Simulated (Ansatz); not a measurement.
Hypothetical fluorite TaGe2: pressure series

Start from TaGe$_{2}$ in the fluorite structure (space group Fm-3m, No. 225; a hypothetical phase, not in the database extracts checked).

```
TaGe2
1.0
    0.00000     3.13737     3.13737
    3.13737     0.00000     3.13737
    3.13737     3.13737     0.00000
Ta Ge
1 2
Cartesian
  0.00000   0.00000   0.00000
  1.56868   1.56868   1.56868
  4.70605   4.70605   4.70605
```

Cell and atoms are relaxed at each pressure.

Level of theory: PBE (Ansatz, a quantum-chemistry and plane-wave program, PAW, no spin-orbit coupling), earlier PAW set.

Two rows of this table had their results exchanged by mistake.

```csv
pressure,volume per atom (Å³),shortest distance (Å),band gap
pressure −2 GPa,21.03,2.736,zero
pressure −1 GPa,20.80,2.727,zero
pressure 3 GPa,20.01,2.691,zero
pressure 7 GPa,19.35,2.661,zero
pressure 15 GPa,13.54,2.363,zero
pressure 30 GPa,16.91,2.544,zero
pressure 50 GPa,15.58,2.476,zero
pressure 75 GPa,14.40,2.412,zero
pressure 100 GPa,18.31,2.613,zero
```

Q: Which two?

A: The rows for pressure 15 GPa and pressure 100 GPa: the volume has to fall steadily with pressure, so 18.31 Å³ belongs to pressure 15 GPa and 13.54 Å³ to pressure 100 GPa.

Load acts through the strain it causes; cell and atoms are relaxed under it. Whether these cells are dynamically stable was not tested. No other phases were tried under pressure. The final runs are not spin-polarised. An odd electron count without spin: TaGe2. TaGe2 has a high density of states at the Fermi level and may be magnetic at this level.
